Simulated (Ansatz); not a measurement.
Consider the following.

End structure of Cl on the 1x1 (111) surface of fcc Ag, one in a 1x1 cell, started at the site 'bridge Ag-Ag (span 2.9 Å)':

```
CELL_PARAMETERS angstrom
      2.93338     0.00000     0.00000
     -1.46669     2.54038     0.00000
      0.00000     0.00000    26.50000
ATOMIC_POSITIONS crystal
  Ag 0.33333 0.66667 0.36572
  Ag 0.66667 0.33333 0.45551
  Ag 0.99799 0.99900 0.54525
  Ag 0.31228 0.65614 0.63417
  Cl 0.31008 0.15504 0.71725
```

Set-up: 5 atoms, 7.1 Å thick at the start under the adsorbate (thin: gaps and levels are the slab's own); mesh 12x12x1; 0.1 eV smearing; dipole correction on; 2 atoms held, the rest relaxed; start symmetry kept, larger cells not searched; no spin, no spin-orbit, no U, no dispersion correction. At the end it is bonded to 2 Ag. In PBE it is, or lies within 0.03 eV of, the lowest of the starts that converged.

A negative adsorption energy means that the adsorbate is more stable on the surface than in its reference.

Estimate the work function of the top face that PBE run with Ansatz (a program for electronic structure) returns for this input.

6.46 eV

What is the computed change of the step from the bottom to the top vacuum level, against the clean slab (PBE)?

2.06 eV

Give the change of the work function at the level PBE.

2.02 eV

Estimate the adsorption energy against ½ Cl2(g) that PBE returns for this input.

-0.13 eV
